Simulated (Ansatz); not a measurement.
WGe₂ (Pnma, No. 62, 12 atoms in the cell; start mp-1101810): properties by level of theory

```csv
level (code),volume per atom (Å³/atom),formation enthalpy (eV/atom)
LDA (Ansatz),(withheld),-0.056
PBEsol (Ansatz),15.55,(withheld)
r²SCAN+rVV10 (Ansatz),(withheld),(withheld)
```

**Question.** Complete the blanks.

**Answer.** 
- LDA (Ansatz, an electronic-structure program), volume per atom (Å³/atom): 15.23
- PBEsol (Ansatz), formation enthalpy (eV/atom): -0.047
- r²SCAN+rVV10 (Ansatz), volume per atom (Å³/atom): 15.60
- r²SCAN+rVV10 (Ansatz), formation enthalpy (eV/atom): 0.038

Caveats: the relaxation could not lower the start's symmetry, so the cell can be a saddle point above a distorted one (LDA, PBEsol, r²SCAN+rVV10). Ansatz's density-functional and Hartree–Fock values are scalar-relativistic unless marked +SOC, with PAW data made under PBE.

Static lattice: no zero-point or thermal effects.

A start named mp-… is a Materials Project structure, which need not be a measured phase.
